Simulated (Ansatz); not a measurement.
For CsCl-type ZrRu, LDA (plane waves, PAW; Ansatz, an electronic-structure program) gives:

| Quantity | Value |
|---|---|
| lattice constant a | 3.209 Å |
| bulk modulus B0 | 211 GPa |
| cohesive energy | 8.74 eV/atom |

Q: What does PBEsol (Ansatz, plane waves, PAW) give for the same quantities?

A: 
- lattice constant a: 3.232 Å (increases by 0.7 %)
- bulk modulus: 199 GPa (drops by 5.7 %)
- cohesive energy: 7.92 eV/atom (decreases by 0.82 eV/atom)

For comparison: lattice constant a 3.25 Å (measured, temperature not stated, copied from a table, unchecked, no zero-point or thermal correction; as tabulated in Zeitschrift fuer Metallkunde 54, 455 (1963)).

Changes are worked out from the printed values.

Unless a cell is named, each level is at its own relaxed cell (LDA 16.52, PBEsol 16.88 Å³/atom).

Caveats: the bulk modulus is −V dP/dV from two relaxed cells at ±2 % in volume (LDA, PBEsol). Ansatz's density-functional and Hartree–Fock values are scalar-relativistic unless marked +SOC, with PAW data made under PBE.
